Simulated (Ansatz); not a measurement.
System: zinc-blende BeS. Method: HSE06 (plane waves, PAW; Ansatz, an electronic-structure program).

Settings: plane-wave cutoff 460 eV, 10×10×10 k mesh, Fermi–Dirac smearing 0.01 eV, scalar-relativistic PAW data made under PBE.

Energies at three volumes about the minimum:

```
V (Å³/atom)  E − E_lowest (meV/atom)
-----------  -----------------------
13.932                          2.65
14.201                          0.00
14.646                          2.56
```

Q: Fit a parabola by hand: where is the minimum, what lattice constant follows, and what is the bulk modulus?

A: Slopes: (0.00 − 2.65)/(14.201 − 13.932) = -9.851 and (2.56 − 0.00)/(14.646 − 14.201) = 5.753 meV/Å³. Curvature E″ = 2 × (5.753 − (-9.851))/(14.646 − 13.932) = 43.709 meV/Å⁶. From the middle of the first interval, the slope vanishes at V0 = 14.0665 − (-9.851)/43.709 = 14.292 Å³/atom. B = V0 E″ = 14.292 × 43.709 meV/Å³ × 0.1602 GPa per meV/Å³ = 100 GPa. With 8 atoms in the cube, a = (8 × 14.292)^(1/3) = 4.854 Å. The full Birch–Murnaghan fit to all volumes gives V0 = 14.285 Å³/atom and B0 = 99.0 GPa.

Measured, for comparison: bulk modulus 105 GPa (room temperature, no zero-point or thermal correction; as tabulated in Narayana, Nesamony, Ruoff, Phys. Rev. B 56, no. 22 (1997)); lattice constant a 4.87 Å (room temperature, no zero-point or thermal correction; as tabulated in Narayana, Nesamony, Ruoff (BeS at high pressure; core.ac.uk copy)). Computed less measured: bulk modulus -6 %.
